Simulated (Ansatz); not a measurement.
Ti, response to strain

Start from Ti in the hcp (Mg type) structure (space group P6_3/mmc, No. 194; a = 2.940 Å, c = 4.654 Å; relaxed with 0.1 eV smearing).

Strains are applied to the cell and any free atomic positions relax.

The values are results of PBE/PAW in Ansatz (a program for electronic structure), spin-orbit coupling left out, not measurements.

Candidates:
(a) isotropic strain +2.00 %
(b) isotropic strain −1.50 %
(c) isotropic strain −0.50 %
(d) isotropic strain +1.50 %
(e) isotropic strain +1.00 %

Notes on the quantities. energy relative to the base: free energy F.

**Question.** Order them by energy relative to the base, lowest first.

**Answer.** (c) isotropic strain −0.50 % (+1.4 meV/atom), (e) isotropic strain +1.00 % (+5.3 meV/atom), (d) isotropic strain +1.50 % (+12 meV/atom), (b) isotropic strain −1.50 % (+13 meV/atom), (a) isotropic strain +2.00 % (+21 meV/atom)

Whether these cells are dynamically stable was not tested. The final runs are not spin-polarised.
